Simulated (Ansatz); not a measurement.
Here is the system:

```
WS2
1.0
    3.10319     0.00000     0.00000
   -1.55159     2.68744     0.00000
    0.00000     0.00000    11.63129
W S
2 4
Cartesian
  1.55159   0.89581   2.90782
  0.00000   1.79163   8.72346
  1.55159   0.89581  10.29712
  0.00000   1.79163   4.48148
  0.00000   1.79163   1.33416
  1.55159   0.89581   7.14980
```

No spin polarisation.

All numbers come from PBEsol-D3(BJ) in Ansatz (plane waves to 420 eV, PAW, scalar-relativistic without spin-orbit coupling). k-mesh 12×12×3 (Γ-centred); smearing 0.05 eV (Fermi–Dirac).

Q: Predict the valence-band top at Γ, electron mass and band gap.

A: 
- Valence-band top at Γ (three highest levels, from the VBM): 0.00, -1.19, -1.70 eV
- Electron mass: 0.37 mₑ along c, 0.45 mₑ across (off the special points)
- Band gap: 0.57 eV

Spin-orbit coupling, missing from the scalar runs, can matter with W. Load acts through the strain it causes; cell and atoms are relaxed under it. Masses are band curvatures over ±0.01 Å⁻¹ around the edge. Stability against distortions was not tested. The cell was made from WS2 (space group P6_3/mmc, No. 194; layered, stacked along the Cartesian z axis) by this change: pressure 1.5 GPa.

Ansatz is a first-principles code.
